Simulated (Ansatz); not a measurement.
Data:

```
CELL_PARAMETERS angstrom
      0.00000     2.64509     2.64509
      2.64509     0.00000     2.64509
      2.64509     2.64509     0.00000
ATOMIC_POSITIONS crystal
  Si 0.25000 0.25000 0.25000
  Si 0.00000 0.00000 0.00000
```

These are r2SCAN with spin-orbit coupling, rigid bands (plane waves, PAW; Ansatz, a program for electronic structure) values and carry that method's errors. Condition of this run: hydrostatic pressure 10 GPa (the target of the relaxation). How the cell was made: cell and atoms relaxed with r2SCAN, then loaded as said.

### Question
What conductivity effective mass do dilute holes have at 300 K?

### Answer
0.35 mₑ.

### Question
What conductivity effective mass do dilute electrons have at 300 K?

### Answer
0.28 mₑ.

### Question
And the band gap?

### Answer
0.59 eV at this level; semilocal functionals usually fall short of the measured gap.

Rigid bands, one relaxation time for all states, no polarons.
